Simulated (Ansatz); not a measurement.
The parent structure is KTaO3 in the cubic perovskite structure (space group Pm-3m, No. 221).

```xyz
5
Lattice="3.9853 0.0000 0.0000 0.0000 3.9853 0.0000 0.0000 0.0000 3.9853" Properties=species:S:1:pos:R:3 pbc="T T T"
K      0.0000     0.0000     0.0000
Ta     1.9927     1.9927     1.9927
O      0.0000     1.9927     1.9927
O      1.9927     1.9927     0.0000
O      1.9927     0.0000     1.9927
```

All numbers come from PBEsol, PAW, 420 eV (Ansatz, a quantum-chemistry and plane-wave program; no spin-orbit coupling).

One change was made to it. Results:

| quantity | base | after |
|---|---|---|
| band gap | 2.14 eV | zero |
| volume per atom | 12.66 Å³ | 12.36 Å³ |

**Question.** Name the change that was made.
(A) O → S
(B) K → Sc
(C) O → Te

**Answer.** B, K → Sc. For comparison, the volume per atom in the other runs: O → S gives 22.23 Å³; O → Te gives 32.43 Å³.

Other magnetic orders, which the real material may have, were not ruled out. With Ta present, leaving out spin-orbit coupling can change the band edges. Whether these cells are dynamically stable was not tested. As relaxed here, ScTaO3, KTaS3 and KTaTe3 are hypothetical phases, not in the database extracts checked. No Hubbard U is applied, and correlation can decide whether such a compound is a metal. Spin-polarised in the final run: ScTaO3; the other runs are not. KTaS3 and KTaTe3 have a high density of states at the Fermi level and may be magnetic at this level.
